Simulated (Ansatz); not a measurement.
Model glasses of amorphous ZrO2, 63 to 67 atoms (Zr20O40 before any change). Each row is one cell at a composition chosen by hand, melted whole on the CHGNet potential with the anions pushed apart under 1.9 Å, quenched within some picoseconds, far faster than a real film, and relaxed with PBE, scalar-relativistic without spin-orbit coupling (plane waves to 420 eV, PAW; Ansatz, a first-principles code). Each is the lower in DFT energy of 2 quenches. Cycles of charging and discharging were tried on the cells ahead of these points, and a cell that came back lower was taken. The column on the box says what of it was relaxed with the atoms; held means as the quench left it. Cells that kept moments or hold spare charge are left out.

Formal charges balance in every cell, with the guest at the charge named. Neighbours are the O atoms within a cut-off of 1.2 times the sum of covalent radii (1.1 times for Ti, Nb, Y, La); the radius is Shannon's ionic radius for that charge at the coordination found, taken on a straight line between listed coordinations where the table lacks it, averaged where a cell holds several guest atoms. The coordination is that of the cell taken. The cells ran without spin polarisation.

| guest | change of the cell | box | cut-off (Å) | O neighbours | ionic radius (Å) | mean guest-O distance (Å) |
|---|---|---|---|---|---|---|
| Si4+ | +2 O, +1 Si | volume | 2.12 | 4 | 0.26 | 1.65 |
| Ti4+ | +2 O, +1 Ti | volume | 2.49 | 5 | 0.51 | 1.92 |
| Nb5+ | +2 Nb, +5 O | held | 2.53 | 7, 6 | 0.66 | 2.05 |
| Sn4+ | +2 O, +1 Sn | volume and shape | 2.46 | 6 | 0.69 | 2.09 |
| Y3+ | +3 O, +2 Y | volume | 2.82 | 8, 6 | 0.96 | withheld |
| La3+ | +2 La, +3 O | held | 3.00 | 6, 9 | 1.12 | 2.54 |

Q: Fit a straight line of the last column on the one before it through the 5 full rows, and predict the withheld value for Y3+.

A: Means: x = 0.648, y = 2.050. Slope = Σ(Δx Δy) / Σ(Δx²) = 0.4061 / 0.3943 = 1.030; intercept = 2.050 − (1.030) × 0.648 = 1.383 Å; r.m.s. residual 0.008 Å. Prediction: 1.383 + (1.030) × 0.96 = 2.37 Å. The run gave 2.36 Å, a miss of 0.01 Å, within twice the residual.

Q: What would hard spheres give for this line?

A: A slope of 1 and an intercept at the radius of O2−, 1.35 Å for two neighbours to 1.40 Å for six in Shannon's table; the fit has 1.030 and 1.383 Å.
